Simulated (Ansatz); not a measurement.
An Ansatz (a program for electronic structure) run: Mg2Ge with a change (pressure 5 GPa); PBE (Ansatz, PAW, scalar-relativistic without spin-orbit coupling).

Input:

Ansatz 0.2 input:
```yaml
crystal:
  lattice:
    - [0, 3.153356789, 3.153356789]
    - [3.153356789, 0, 3.153356789]
    - [3.153356789, 3.153356789, 0]
  atoms:
    - { symbol: Ge, position: [0, 0, 0] }
    - { symbol: Mg, position: [0.25, 0.25, 0.25] }
    - { symbol: Mg, position: [0.75, 0.75, 0.75] }
basis: { ecutwfc: 420, ecutrho_ratio: 4, xc_grid: 2, fft_grid_basis: typed }
kpoints: { mp_grid: { grid: [9, 9, 9] } }
hamiltonian:
  xc: pbe
  dispersion: none
  pseudopotentials: { kind: paw }
scf: { occupations: { method: fermi_dirac, width: 0.05 } }
relax: { f_tol: 0.01, max_steps: 60, cell: { stress_tol: 0.02, p_target: 5.0 } }
output: { forces: true, stress: true }
checkpoint: { write: state.ck, write_every: 1000 }
```

Output (explanatory and most iteration lines left out):

```
Relaxation: its limit of steps is 60 (relax.max_steps)
Pseudopotential: Ge, paw, valence charge 14
Pseudopotential: Mg, paw, valence charge 10
Crystal: 3 atoms, lattice volume = 62.712 Å³
Basis set: ecut = 420 eV, 1243 PW (Γ), exchange–correlation on 60×60×60 points (8 copies of the dense FFT grid, shifted against one another)
Bands: 21, of which v1, the nominal top of the filled ones, is band 17 counted from 1 (16 counted from 0)
Symmetry: 48 space group operations
Space group: Fm-3m (ITA 225), of the structure as read, at distance tolerance 4.0e-5 Å
k-points: 35 of 729
Functional: x = pbe(κ = 0.804, μ = 0.2195149727645171), c = pbe(β = 0.06672455060314922)
SCF iter   1: F=—  HF=-8143.393658 eV  |F-HF|=—  |Δ(HF+E_count)|=         —  Δρ=4.73e-3  dr2=3.55e-2  ethr=1.77e-3  ⟨swp⟩=6.0  Hψ=3238  notcnv=0
SCF iter   2: F=—  HF=-8143.383560 eV  |F-HF|=—  |Δ(HF+E_count)|=   1.01e-2  Δρ=1.40e-3  dr2=1.16e-3  ethr=1.04e-4  ⟨swp⟩=2.0  Hψ=1281  notcnv=0
SCF 1 converged in 6 iterations: F = -8143.383491 eV  dr2 = 4.20e-9
relax step   1: F+E_penalty+E_count = -8143.38349060 eV  Δ(F+E_penalty+E_count) = +0.000e0 eV  max|allowed force component| = 3.392e-17 eV/Å  Δτ_max = 0.0000 Å  P = +3.000 GPa  Ω = 62.712 Å³  (6 SCF iters, dr2 threshold 1.00e-7 eV, accepted)
[... steps on the carried basis left out ...]
relax step   5: F+E_penalty+E_count = -8143.33674429 eV  Δ(F+E_penalty+E_count) = +1.385e-4 eV  max|allowed force component| = 5.243e-17 eV/Å  Δτ_max = 0.0000 Å  P = +5.000 GPa  Ω = 60.828 Å³  stress off target by 3.30e-4 GPa  SCF on the basis re-selected at this cell (its energy is not comparable with the rows above)  (5 SCF iters)
SCF converged after 5 iterations
Free energy (F): -8143.336744 eV
Internal energy: -8143.335783 eV  (E = F + TS)
E sigma→0 (E₀):  -8143.336263 eV
Entropy (-TS):   -0.000962 eV (-0.321 meV/atom)
Fermi energy:    7.635881 eV
--- Forces (eV/Å), atoms counted from 1 ---
  atom   1  Ge     0.00000000     0.00000000     0.00000000
  atom   2  Mg     0.00000000     0.00000000     0.00000000
  atom   3  Mg    -0.00000000    -0.00000000    -0.00000000
--- Stress (GPa, compression-positive) ---
        5.000330       0.000000       0.000000
        0.000000       5.000330       0.000000
        0.000000      -0.000000       5.000330
  P = ⅓ Tr σ = 5.0003 GPa (50.003 kbar)
--- Relaxed structure (4 steps of the walk, 4 accepted, 1 SCFs on fresh bases) ---
  cell:  # Å, volume = 60.8278 Å³
    - [4.776911280839616e-35, 3.121457682197099, 3.121457682197099]
    - [3.121457682197099, 8.375517779072126e-34, 3.121457682197099]
    - [3.121457682197099, 3.121457682197099, 4.331066227961252e-34]
  atoms:
    - { symbol: Ge, position: [4.896117077053907e-35, 1.3333767676004957e-35, -4.005431999690554e-35] }
    - { symbol: Mg, position: [0.25000000000000006, 0.25000000000000006, 0.25000000000000006] }
    - { symbol: Mg, position: [0.75, 0.75, 0.75] }
```

Load acts through the strain it causes; cell and atoms are relaxed under it. Whether these cells are dynamically stable was not tested. No other phases were tried under pressure. The cell was made from Mg$_{2}$Ge in the anti-fluorite structure (space group Fm-3m, No. 225) by this change: pressure 5 GPa.
